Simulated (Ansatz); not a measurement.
The parent structure is C in the diamond structure (space group Fd-3m, No. 227; a = 3.5538 Å).

Perturbation: cell and atoms relaxed at a pressure of 3 GPa.

Levels (all Ansatz, a quantum-chemistry and plane-wave program, PAW): PBEsol (420 eV, spin-orbit coupling left out); PBEsol+SOC (420 eV, with spin-orbit coupling).

The geometry is relaxed with PBEsol.

```
Property                                   Result
----------------------------  -------------------
PBEsol smallest direct gap                5.59 eV
PBEsol valence-band top at Γ  0.00, 0.00, 0.00 eV
PBEsol band gap                           4.05 eV
```

With PBEsol+SOC at the same geometry, the smallest direct gap decreases by 0.01 eV to 5.58 eV; the valence-band top at Γ (three highest Kramers pairs, from the VBM) goes from 0.00, 0.00, 0.00 eV to 0.00, 0.00, -0.01 eV; the band gap remains 4.05 eV. The threefold valence maximum splits by Δso ≈ 13 meV.

Single points use the geometry relaxed with PBEsol. Differences between runs with and without spin-orbit coupling are approximate. Load acts through the strain it causes; cell and atoms are relaxed under it. Stability against distortions was not tested.
